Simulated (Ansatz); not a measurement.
## HgTe, response to strain

Consider HgTe in the zinc blende structure (space group F-43m, No. 216).

```yaml
crystal:
  lattice:
    - [0.00000, 3.21750, 3.21750]
    - [3.21750, 0.00000, 3.21750]
    - [3.21750, 3.21750, 0.00000]
  atoms:
    - { symbol: Hg, position: [0.00000, 0.00000, 0.00000] }
    - { symbol: Te, position: [0.25000, 0.25000, 0.25000] }
```

Strains are applied to the cell and any free atomic positions relax.

Calculations: LDA (Ansatz, a program for electronic structure), no spin-orbit coupling.

Candidates:
(a) isotropic strain +2.00 %
(b) isotropic strain −1.50 %
(c) isotropic strain −2.50 %

Notes on the quantities. energy relative to the base: free energy F.

Task: Order them by energy relative to the base, lowest first.

Result: (b) isotropic strain −1.50 % (+11 meV/atom), (a) isotropic strain +2.00 % (+16 meV/atom), (c) isotropic strain −2.50 % (+31 meV/atom)

A case with no gap was solved on a k-mesh chosen for an insulator, which is coarse for it. Whether these cells are dynamically stable was not tested. All final runs are without spin polarisation.
